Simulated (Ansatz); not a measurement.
The starting structures come from a database of crystals and need not be the phases stable at ambient conditions.

 Where the default PAW files enter, the runs use the earlier of Ansatz's two default sets.

The decay constant κ of evanescent states in the gap governs leakage through a thin film.

Data:

```
CELL_PARAMETERS angstrom
      6.57382     0.00000     0.00000
      0.00000     6.57382     0.00000
      3.28691    -3.28691     4.64839
ATOMIC_POSITIONS crystal
  K  0.50000 0.50000 0.00000
  Rb 0.25000 0.25000 0.50000
  Rb 0.75000 0.75000 0.50000
  In 0.00000 0.00000 0.00000
  F  0.22659 0.22659 0.00000
  F  0.77341 0.77341 0.00000
  F  0.77341 0.22659 0.00000
  F  0.22659 0.77341 0.00000
  F  0.77341 0.22659 0.45318
  F  0.22659 0.77341 0.54682
```

Space group of this cell: Fm-3m. The cell is taken as given; by PBEsol its mean pressure is -2.2 GPa.

Transport runs along the normal of the first two printed cell vectors, the (001) plane of the conventional cell.

The gap is the functional's own. No spin-orbit coupling. Mid-gap values are interpolated on the energy grid.

Q: Give the band gap and the smallest decay constant κ at mid-gap that PBEsol (Ansatz, an electronic-structure program) yields.

A: Gap 5.21 eV on a 8×8×8 mesh; κ = 0.494 1/Å, at the zone centre.
